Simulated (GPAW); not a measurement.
# σxx against uniaxial strain in bcc Nb (space group 229): C11 (GPAW, LDA)

```
Nb
1.0
   -1.59648     1.62079     1.62079
    1.59648    -1.62079     1.62079
    1.59648     1.62079    -1.62079
Nb
1
Direct
  0.00000   0.00000   0.00000
```

Method of the run: LDA (Perdew-Wang 92), GPAW PAW datasets LDA (gpaw-data 1.0.1) (plane waves; GPAW). Settings: mode = pw; ecut = 585 eV; xc = LDA; kpts = 38 38 38; mesh shift (steps) = 0 0 0; occupations.name = fermi-dirac; occupations.width = 0.05 eV; nbands = -7; convergence.density = 1e-06 e/electron; convergence.energy = 1e-06 eV/electron; symmetry.symmorphic = false; symmetry.tolerance = 0.0005; maxiter = 150. The cell above is the first row's. The rows stretch one cube axis (x) by the strain ε and hold the other two. Stress is positive in tension. In all rows the k mesh is held.

```
ε (%)  σxx (GPa)
-----  ---------
-1.5       -4.15
-1.0       -2.70
-0.5       -1.27
0.0         0.15
0.5         1.53
1.0         2.88
1.5         4.20
2.0            ?
```

Taking a parabola for σxx over the 7 complete rows: Least squares gives σxx = 0.145 + 2.7864·ε - 0.0538·ε². Residuals (row less fit): 0.006, -0.005, -0.008, 0.005, 0.005, 0.002, -0.004; standard error 0.007 (degrees of freedom: 4). The slope at ε = 0, 2.7864 GPa per cent, gives C11 ≈ 100 × 2.7864 = 279 GPa, for the static lattice.

Question: What does the fit predict for σxx at ε = 2.0, and how far is the calculated value from it?

Answer: σxx = 0.145 + 2.7864 × 2.0 - 0.0538 × 2.0² = 5.503 GPa. The calculation gives 5.48 GPa, 0.023 GPa below the prediction (0.2 % of the range of σxx in the table). The row lies outside the fitted rows, so this is an extrapolation. From the scatter of the fitted rows alone, a prediction at this place has a standard error of 0.013 GPa, so the miss is 1.8 times that.

Carrying the step between the two nearest rows on in a straight line would have given 5.52, off by 0.04; series whose last step already gives the withheld value aren't shown. The reference cell has the volume at which an earlier scan in this program and functional put its minimum by a fit. The unstrained cell stands at a pressure of -0.15 GPa, and the constants belong to that pressure. Spin polarisation is off. Without a gap such slopes are sensitive to mesh and smearing. Cutoffs and mesh are single choices, not tested for convergence of this quantity. Series with a scatter that would blur these digits, or in which a gap closes, are not shown. Strain series were run only where this level's volume lies within 10 % of a first guess from the measured size.
